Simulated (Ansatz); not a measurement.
Start from CdS in the zinc blende structure (space group F-43m, No. 216).

```yaml
crystal:
  lattice:
    - [0.00000, 2.87831, 2.87831]
    - [2.87831, 0.00000, 2.87831]
    - [2.87831, 2.87831, 0.00000]
  atoms:
    - { symbol: Cd, position: [0.00000, 0.00000, 0.00000] }
    - { symbol: S, position: [0.25000, 0.25000, 0.25000] }
```

Cartesian axes are those of the cell as printed.

All numbers come from plane-wave PAW DFT at the LDA level (Ansatz, a program for electronic structure, 420 eV), no spin-orbit coupling.

For the base:

```
Quantity                            Result
---------------------  -------------------
Valence-band top at Γ  0.00, 0.00, 0.00 eV
Band gap                           0.95 eV
```

The change: tensile biaxial strain of 3.00 % in the plane normal to [001], as in epitaxy on a mismatched substrate; the out-of-plane cell vector and the atoms relax.

Question: Estimate the effect on the valence-band top at Γ and band gap.

Answer: The valence-band top at Γ (three highest levels, from the VBM) changes from 0.00, 0.00, 0.00 eV to 0.00, -0.21, -0.21 eV; the band gap drops by 0.17 eV (0.95 eV → 0.78 eV).

Whether these cells are dynamically stable was not tested.
